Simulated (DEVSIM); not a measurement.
System: TaN/SiO2/n-Ge capacitor, at 400 K.

```csv
layer (left to right),material,thickness (nm),Nd (cm⁻³)
1,SiO2,41.0,-
2,Ge,1800,5.5e16
```

Metal gate on the left, work function 4.4 eV. Fixed charge at the semiconductor interface 0 cm⁻² (in units of +e); interface traps 1.8e11 cm⁻² eV⁻¹, uniform in energy, neutral level at 0.7 of the gap above the valence band.

Constants are typed, rounded textbook-type inputs, not results; the design itself was drawn at random and stands for no fabricated device. Values at 300 K; Nc and Nv go as T^1.5, mobilities as T to minus their exponent, the gap by Varshni's rule with the affinity fixed.

```tsv
parameter	SiO2	Ge
gap (eV)	9	0.664
affinity (eV)	0.9	4
permittivity	3.9	16
Nc (cm⁻³)	-	1.04e19
Nv (cm⁻³)	-	6e18
Varshni α (eV/K)	-	0.000477
Varshni β (K)	-	235
```

Model (solved in DEVSIM): 1D Poisson equation in equilibrium, Boltzmann statistics, complete ionisation; no quantum confinement or tunnelling. Metal contacts follow the ideal Schottky-Mott rule: no Fermi-level pinning, no interface dipoles.

### Question
Give the band bending (positive: bands bend down) and minority sheet density.

### Answer

```json
[
 {"Vg (V)": "-5", "ψs (V)": "-0.427", "minority carriers (cm⁻²)": "1.9e12"},
 {"Vg (V)": "-4.4", "ψs (V)": "-0.418", "minority carriers (cm⁻²)": "1.6e12"},
 {"Vg (V)": "-3.8", "ψs (V)": "-0.406", "minority carriers (cm⁻²)": "1.3e12"},
 {"Vg (V)": "-3.2", "ψs (V)": "-0.391", "minority carriers (cm⁻²)": "9.7e11"},
 {"Vg (V)": "-2.6", "ψs (V)": "-0.373", "minority carriers (cm⁻²)": "6.7e11"},
 {"Vg (V)": "-2", "ψs (V)": "-0.347", "minority carriers (cm⁻²)": "3.9e11"},
 {"Vg (V)": "-1.4", "ψs (V)": "-0.301", "minority carriers (cm⁻²)": "1.4e11"},
 {"Vg (V)": "-0.8", "ψs (V)": "-0.188", "minority carriers (cm⁻²)": "1.4e10"},
 {"Vg (V)": "-0.2", "ψs (V)": "-0.058", "minority carriers (cm⁻²)": "6.9e9"},
 {"Vg (V)": "0.4", "ψs (V)": "0.021", "minority carriers (cm⁻²)": "6.6e9"},
 {"Vg (V)": "1", "ψs (V)": "0.067", "minority carriers (cm⁻²)": "6.5e9"},
 {"Vg (V)": "1.6", "ψs (V)": "0.098", "minority carriers (cm⁻²)": "6.5e9"},
 {"Vg (V)": "2.2", "ψs (V)": "0.120", "minority carriers (cm⁻²)": "6.5e9"},
 {"Vg (V)": "2.8", "ψs (V)": "0.137", "minority carriers (cm⁻²)": "6.5e9"},
 {"Vg (V)": "3.4", "ψs (V)": "0.150", "minority carriers (cm⁻²)": "6.5e9"}
]
```
